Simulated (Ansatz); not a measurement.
# A computed series for LiF: point defects

The parent structure is a 16-atom supercell of LiF in the rock salt structure (space group Fm-3m, No. 225; a = 4.0679 Å) at its relaxed geometry.

One neutral defect a cell, atoms relaxed at fixed cell.

All numbers come from Ansatz (a program for electronic structure), PBE, PAW, cutoff 420 eV, without spin-orbit coupling.

| change | largest displacement of a host atom from its site in the perfect cell | pressure |
|---|---|---|
| perfect supercell | – | 0.0 GPa |
| I on a F site, symmetric start | 0.23 Å | 25.4 GPa |
| Cl on a F site | 0.13 Å | 10.0 GPa |
| Li interstitial (started 1.59 Å from the nearest host atom) | 0.27 Å | 15.7 GPa |
| F on a Li site (antisite) | 0.27 Å | 5.6 GPa |
| Li interstitial (started 1.44 Å from the nearest host atom) | 0.28 Å | 15.7 GPa |

The magnetic state is the one reached from the starting moments; the real material's order can differ, and small cells can't hold many antiferromagnetic ones. The cell is small, so the values are those of an ordered compound at a high defect concentration; dilute-limit values will differ. The mesh was chosen for an insulator and is coarse for the gapless case. Defects with a symmetric start kept the site's symmetry and may sit on a saddle; the others started slightly shaken. Seeded moments were not kept for I on a F site, Cl on a F site, Li interstitial (started 1.59 Å from the nearest host atom) and Li interstitial (started 1.44 Å from the nearest host atom).
